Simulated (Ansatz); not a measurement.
Data:

```
CSi
1.0
    3.07569     0.00000     0.00000
   -1.53784     2.66363     0.00000
    0.00000     0.00000    10.37277
Si C
4 4
Direct
  0.66667   0.33333   0.93784
  0.33333   0.66667   0.43784
  0.00000   0.00000   0.68789
  0.00000   0.00000   0.18789
  0.66667   0.33333   0.74980
  0.33333   0.66667   0.24980
  0.00000   0.00000   0.50046
  0.00000   0.00000   0.00046
```

Space group of this cell: P6_3mc. The cell is strained (lengths along the current scaled by 1.03, ions clamped); by r2SCAN its mean pressure is -5.7 GPa.

Transport runs along the normal of the first two printed cell vectors, the (001) (indices of the unstrained crystal) plane of the conventional cell.

No gap correction and no spin-orbit coupling; mid-gap values are interpolated between computed energies.

**Question.** Give the band gap and the smallest decay constant κ at mid-gap that r2SCAN (Ansatz, a quantum-chemistry and plane-wave program) yields.

**Answer.** Gap 2.44 eV on a 12×12×4 mesh; κ = 0.222 1/Å, at the zone centre.
